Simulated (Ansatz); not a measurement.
# What isotropic strain −1.00 % does to CaSe

Take CaSe in the rock salt structure (space group Fm-3m, No. 225; a = 5.958 Å) as the base.

The change: an isotropic linear strain of −1.00 %; the atoms relax in the strained cell.

Computed with plane-wave PAW DFT at the PBE level (Ansatz, a first-principles code, 420 eV), scalar-relativistic without spin-orbit coupling. Settings: 10×10×10 k-points, 0.05 eV Fermi–Dirac smearing.

```csv
quantity,base,changed,shift
volume per atom,26.44 Å³,25.65 Å³,-0.79 Å³
space group,Fm-3m (No. 225),Fm-3m (No. 225),–
shortest interatomic distance,2.979 Å,2.949 Å,-0.030 Å
energy relative to the base (free energy F),0 meV/atom,+3.7 meV/atom,+3.7 meV/atom
pressure,0.00 GPa,1.54 GPa,+1.54 GPa
band gap,2.08 eV,2.01 eV,-0.07 eV
gap character,"indirect, Γ → X","indirect, Γ → X",–
smallest direct gap,3.00 eV,2.95 eV,-0.041 eV
mean gap deformation potential ΔEg/Δln V,–,+2.3 eV,–
electron mass,"1.4 mₑ along k, 0.29 mₑ across (at X)","1.4 mₑ along k, 0.28 mₑ across (at X)",–
"hole mass (degenerate bands, along [100])","0.18, 0.99, 0.99 mₑ (at Γ)","0.18, 0.95, 0.95 mₑ (at Γ)",–
"valley order (the lowest conduction-band minima on the path, energy above the VBM, named in the base's zone)",X along ⟨100⟩ 2.08 eV; Γ 3.23 eV,X along ⟨100⟩ 2.01 eV; Γ 3.39 eV,–
```

Final structure:

```yaml
crystal:
  lattice:
    - [0.00000, 2.94918, 2.94918]
    - [2.94918, 0.00000, 2.94918]
    - [2.94918, 2.94918, 0.00000]
  atoms:
    - { symbol: Ca, position: [0.00000, 0.00000, 0.00000] }
    - { symbol: Se, position: [0.50000, 0.50000, 0.50000] }
```

Effective masses come from finite differences of ±0.01 Å⁻¹. Along k means along the line from Γ to the band edge. Whether these cells are dynamically stable was not tested.
